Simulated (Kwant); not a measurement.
Device: wire with a row of barriers in a Si two-dimensional gas. Effective mass 0.19 mₑ, grid spacing 6.7 nm, hard walls, nominal width 200 nm (29 grid rows, so walls 201 nm apart), one parabolic valley, scattering region 670 nm long along x; energies count from the band bottom; Fermi energy swept from 3.9582e-05 to 0.00047004 eV. 2 barrier(s) across the wire, height 0.0021 eV, thickness 26.8 nm (about 4 grid columns), spaced by 53.6 nm.

Constants are typed, rounded textbook-type inputs, not results; the design itself was drawn at random and stands for no fabricated device.

Kwant, effective-mass tight-binding model on a square grid, one spin, coherent transport at 0 K. Conductance is in e²/h.

Q: How many channels do the leads carry at E = 0.308, 0.324, 0.335 meV?

A: The hard-wall thresholds are n² ħ²π²/(2mW²) = n² × 0.0490 meV with W = 201 nm. √(0.308/0.0490) = 2.51, so 2. √(0.324/0.0490) = 2.57, so 2. √(0.335/0.0490) = 2.61, so 2.
